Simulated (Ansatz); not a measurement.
Start from Bi in the A7 type structure (space group R-3m, No. 166; a = 4.5205 Å, c = 12.0283 Å (hexagonal axes); layered).

All numbers come from Kohn–Sham DFT with the r2SCAN+rVV10 functional, run in Ansatz (a program for electronic structure) with PAW and 500 eV plane waves, scalar-relativistic without spin-orbit coupling.

Free-standing slabs (2 atom(s) a layer) normal to the stacking axis with 15 Å of vacuum; in-plane cell relaxed.

One change was made to it. Results:

The excess energy per area of both faces (slab less bulk energy over the cell's area: twice a surface energy) is 0.59 J/m² (uncertain by up to 0.06 J/m²); the band gap is still zero; the in-plane lattice parameter a decreases by 0.1051 Å, from 4.521 Å to 4.415 Å; the shortest interatomic distance shrinks by 0.0315 Å to 3.037 Å.

**Question.** Name the change that was made.
(A) 4 layers
(B) 1 layer
(C) 3 layers

**Answer.** C, 3 layers. For comparison, the in-plane lattice parameter a in the other runs: 1 layer gives 4.269 Å; 4 layers gives 4.440 Å.

Slab and bulk use different k-meshes, which limits the precision of the excess energy. With Bi present, leaving out spin-orbit coupling can change the band edges. No phonon test of stability was made.
